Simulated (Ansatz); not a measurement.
Abridged Ansatz (a first-principles code) output:

```
Pseudopotential: Li, paw, valence charge 3
Pseudopotential: Se, paw, valence charge 16
Crystal: 3 atoms, lattice volume = 52.524 Å³
Basis set: ecut = 420 eV, 965 PW (Γ), exchange–correlation on 60×60×60 points (8 copies of the dense FFT grid, shifted against one another)
Bands: 15, of which v1, the nominal top of the filled ones, is band 11 counted from 1 (10 counted from 0)
Symmetry: 48 space group operations
k-points: 47 of 1000
Functional: x = pbesol(κ = 0.804, μ = 0.12345679012345678), c = pbesol(β = 0.046)
SCF iter   1: F=—  HF=-5833.977211 eV  |F-HF|=—  |Δ(HF+E_count)|=         —  Δρ=1.91e-3  dr2=1.43e-3  ethr=1.77e-3  ⟨swp⟩=5.6  Hψ=3206  notcnv=0
SCF iter   2: F=—  HF=-5833.975526 eV  |F-HF|=—  |Δ(HF+E_count)|=   1.69e-3  Δρ=8.34e-4  dr2=2.57e-4  ethr=6.50e-6  ⟨swp⟩=2.0  Hψ=1369  notcnv=0
SCF 1 converged in 7 iterations: F = -5833.975359 eV  dr2 = 7.16e-12
SCF converged after 7 iterations
Free energy (F): -5833.975359 eV
Internal energy: -5833.975359 eV  (E = F + TS)
E sigma→0 (E₀):  -5833.975359 eV
Fermi energy:    5.010856 eV
--- Forces (eV/Å), atoms counted from 1 ---
  atom   1  Li     0.00000000     0.00000000     0.00000000
  atom   2  Li     0.00000000     0.00000000     0.00000000
  atom   3  Se    -0.00000000     0.00000000    -0.00000000
--- Stress (GPa, compression-positive) ---
        0.004705       0.000000       0.000000
       -0.000000       0.004705      -0.000000
       -0.000000      -0.000000       0.004705
  P = ⅓ Tr σ = 0.0047 GPa (0.047 kbar)
```

**Question.** What was computed, and what are the main results?

**Answer.** Li2Se, 3 atoms in the cell, with plane-wave PAW DFT at the PBEsol level (Ansatz, 420 eV), spin-orbit coupling left out. The last SCF converged to F = -5833.975359 eV, or -1944.6585 eV per atom, at a pressure of 0.00 GPa. The total energy compares only with runs of the same code, potentials and settings.

No phonon test of stability was made. The cell is Li₂Se in the anti-fluorite structure (space group Fm-3m, No. 225).
